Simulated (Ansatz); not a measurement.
Take BaZrO₃ in the cubic perovskite structure (space group Pm-3m, No. 221; a = 4.1806 Å) as the base. Axes: x, y, z lie along the cube axes.

Structures relaxed with PBEsol (Ansatz, a program for electronic structure; PAW; 420 eV plane waves; spin-orbit coupling left out).

Base:

Simulated powder pattern, Co Kα, λ = 1.79026 Å (kinematic, ideal powder, no thermal factors, no anomalous dispersion; the 14 strongest lines at most, above 2 %, up to 2θ = 90°):

| 2θ (°) | I/Imax (%) | hkl |
|---|---|---|
| 35.25 | 100 | (110) |
| 43.54 | 6.8 | (111) |
| 50.71 | 31 | (200) |
| 63.26 | 39 | (211) |
| 74.54 | 19 | (220) |
| 85.23 | 18 | (310) |

Now apply this change: uniaxial strain ε_zz = +3.00 %, all other strain components held at zero, atoms relaxed at fixed cell.

After the change:

Simulated powder pattern, Co Kα, λ = 1.79026 Å (kinematic, ideal powder, no thermal factors, no anomalous dispersion; the 14 strongest lines at most, above 2 %, up to 2θ = 90°):

| 2θ (°) | d (Å) | I/Imax (%) | hkl |
|---|---|---|---|
| 34.73 | 3.000 | 100 | (101) |
| 35.25 | 2.956 | 48 | (110) |
| 43.10 | 2.437 | 10 | (111) |
| 49.13 | 2.153 | 16 | (002) |
| 50.71 | 2.090 | 30 | (200) |
| 61.91 | 1.740 | 20 | (112) |
| 62.93 | 1.715 | 38 | (211) |
| 73.29 | 1.500 | 19 | (202) |
| 74.54 | 1.478 | 9.2 | (220) |
| 82.50 | 1.358 | 9.3 | (103) |
| 84.93 | 1.326 | 8.8 | (301) |
| 85.23 | 1.322 | 8.7 | (310) |

The indices refer to the base's conventional cell; one index is shown for lines that coincide. The space group is now P4/mmm (No. 123).

Whether these cells are dynamically stable was not tested.
